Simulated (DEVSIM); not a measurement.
## illuminated Si n-on-p cell, one wavelength

System: illuminated Si n-on-p cell, one wavelength, at 300 K.

```csv
layer (left to right),material,thickness (μm),Nd (cm⁻³),Na (cm⁻³),τn (s),τp (s),absorption coefficient (cm⁻¹)
1,Si,0.880,3.4e18,-,9.6e-7,1.9e-5,330
2,Si,83.0,-,2.4e17,8e-5,8e-5,330
```

Left contact: ohmic, minority hole recombination velocity 3e6 cm/s. Right contact: ohmic, minority electron recombination velocity 200 cm/s. Voltage is applied to the left contact. Recombination: SRH at mid-gap, radiative, Auger. Light enters at the left, 8.6e16 photons cm⁻² s⁻¹, one pass, no reflection. Mobility is μmin + (μ − μmin)/(1 + (N/Nref)^α).

Constants are typed, rounded textbook-type inputs, not results; the design itself was drawn at random and stands for no fabricated device. Values at 300 K.

| parameter | Si |
|---|---|
| gap (eV) | 1.124 |
| affinity (eV) | 4.05 |
| permittivity | 11.7 |
| Nc (cm⁻³) | 2.86e19 |
| Nv (cm⁻³) | 3.1e19 |
| μn (cm²/Vs) | 1417 |
| μp (cm²/Vs) | 470 |
| μn,min | 52 |
| μp,min | 45 |
| Nref,n | 9.7e16 |
| Nref,p | 2.2e17 |
| αn | 0.68 |
| αp | 0.72 |
| B (cm³/s) | 4.7e-15 |
| Cn (cm⁶/s) | 2.8e-31 |
| Cp (cm⁶/s) | 9.9e-32 |

DEVSIM, 1D drift-diffusion, Boltzmann statistics, complete ionisation; no tunnelling, impact ionisation, image-force lowering or self-heating.

```yaml
potential_step_across_the_device_at_zero_bias: 0.943 V
largest_field_in_the_device_at_zero_bias: 250000 V/cm
Dark forward voltage at 1 A/cm²: 0.760 V
Dark forward voltage at 100 A/cm²: 0.909 V
short_circuit_current: 12.1 mA/cm²
open_circuit_voltage: 0.644 V
fill_factor: 0.84
largest_power: 6.51 mW/cm²
share_of_generated_pairs_collected_at_short_circuit: 0.936
```

Current under light (generator sign):

```csv
V (V),J (mA/cm²)
0.00,12.1
0.10,12.1
0.20,12.1
0.30,12.1
0.40,12.1
0.50,12.0
0.52,12.0
0.54,11.9
0.56,11.6
0.58,11.1
0.60,9.93
0.62,7.40
0.64,1.92
0.66,-9.96
```

Dark forward current:

(V (V), J (A/cm²)): (-0.25, -3.6e-9); (-0.30, -2.2e-8); (-0.35, -1.4e-7); (-0.40, -9.6e-7); (-0.45, -6.6e-6); (-0.50, -4.5e-5); (-0.55, -0.00031); (-0.60, -0.0022); (-0.65, -0.015); (-0.70, -0.10); (-0.75, -0.70); (-0.80, -4.4); (-0.85, -22); (-0.90, -81); (-0.95, -250); (-1.00, -590); (-1.05, -1100); (-1.10, -1900); (-1.15, -2700)
